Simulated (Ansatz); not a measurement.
A periodic model of amorphous In24O39Y2:

```xyz
65
Lattice="9.8766 -0.1017 -0.1118 -0.1017 9.8339 -0.2085 -0.1118 -0.2085 9.5115" Properties=species:S:1:pos:R:3 pbc="T T T"
In     9.7890     2.0542     4.1819
In     6.3446     1.9981     4.9097
In     9.0059     0.1879     0.7885
In     2.3892     5.9027     4.5661
In     4.8678     8.2726     5.4838
In     4.5789     1.9614     7.4412
In     7.2231     8.6614     3.1863
In     0.0373     3.3467     0.7829
In     5.6935     8.8673     9.1055
In     1.2410     0.7616     7.1393
In     5.5984     4.9649     3.7155
In     0.3059     6.9136     1.4322
In     2.6462     1.1669     0.4283
In     6.2604     2.2544     1.3920
In     8.0914    -0.0192     6.5152
In     1.1538     4.0293     6.8624
In     8.5286     6.9832     7.3584
In     3.4598     4.7665     0.9638
In     5.1206     5.6047     7.3564
In     7.0003     5.7707     0.9682
In     8.8459     5.2421     4.0222
In     0.7622     8.7178     4.1935
In     3.5930     0.7487     3.8424
In     3.8211     7.7738     2.2278
O      2.2400     3.1169     1.1719
O      7.0370     5.6435     8.3856
O      4.5911     0.6836     5.7246
O      4.6825     6.0480     5.3189
O      2.4771     9.4330     8.0812
O      5.5916     3.6552     6.6671
O      1.5886     0.8501     4.7183
O      7.0462     8.1041     5.4794
O      9.2686     8.6134     2.2201
O      7.9900     0.6761     4.4054
O      4.6371     7.7752     7.5563
O      0.8477     4.0851     4.6357
O      2.8236     9.7123     1.8537
O      7.1245     6.4399     3.0571
O      2.8302     8.0742     4.3234
O      8.5885     5.3161     6.1247
O      5.4615     7.4110     0.8613
O      9.5376     2.0976     6.3664
O     -0.0177     4.2697     8.5466
O     -0.0167     8.8665     6.2059
O      2.3631     6.8198     0.9828
O      6.9840     0.1887     1.4996
O      3.4813     5.1902     8.5324
O      0.5651     6.6961     3.6470
O      0.1150     7.3927     8.9559
O      7.7432     2.9400     0.0737
O      5.5566     4.3168     1.4810
O      7.6927     8.8558     8.2935
O      5.1544     8.9172     3.4324
O      0.4201     1.0861     9.2467
O      7.2962     3.7101     4.0358
O      5.0270     2.2382     3.2582
O      9.0261     5.0888     1.6425
O      2.5236     2.4499     7.3514
O      4.7657     1.1096     9.4046
O      3.6778     5.5602     2.9437
O      1.8149     6.0182     6.5317
O      6.8296     1.5328     6.9740
O      9.4724     1.8628     2.1699
Y      2.2897     7.2259     8.2776
Y      7.8623     3.5140     7.5248
```

All values below come from PBE, scalar-relativistic without spin-orbit coupling (plane waves to 420 eV, PAW; Ansatz, a quantum-chemistry and plane-wave program).

A CHGNet melt-quench gave the starting glass, which DFT then relaxed. O atoms were pushed apart under 1.9 Å during the dynamics, to hinder bonds among them. The hot cell started wider than the set density and was brought back towards it in steps. It is the lowest in DFT energy of 2 quenches. It is a model cell: composition and starting density were chosen by hand, and all elements were melted together. No dispersion term was used. Its density started from a set value of 6.39 and ended at 6.40 g/cm³. The simulated quench (nominally 280 K/ps over its main leg) is rapid and tends to freeze in more defects than a deposited or slowly cooled glass has. One small periodic cell is one sample of the glass; other quenches scatter about these values. Volume and shape were free in the relaxation.

Cut-offs for bonds: In-In 3.12 Å, In-O 2.72 Å, In-Y 3.43 Å, O-O 1.58 Å, O-Y 2.82 Å, Y-Y 3.74 Å. Two cations that share two anions don't count as bonded, nor two that share one unless they lie closer than In-In 3.04 Å, In-Y 3.34 Å, Y-Y 3.64 Å.

Task: Give the coordination numbers, mean bond lengths and angles.

Result: 
```json
{
  "Mean coordination of In by anions": "5.46 (13 with 5, 11 with 6)",
  "Mean coordination of O": "3.69 (14 with 3, 23 with 4, 2 with 5)",
  "Mean coordination of Y by anions": "6.50 (1 with 6, 1 with 7)",
  "Mean In-O bond": "2.211 Å (spread 0.119 Å, 131 counted)",
  "Mean O-Y bond": "2.341 Å (spread 0.103 Å, 13 counted)",
  "Bond angle at In": "mean 104.8°, spread 28.7°",
  "Bond angle at O": "mean 110.0°, spread 17.1°",
  "Bond angle at Y": "mean 102.3°, spread 28.9°"
}
```

Task: List the pairs of like atoms that count as bonded by the rules above.

Result: There are none by these rules.
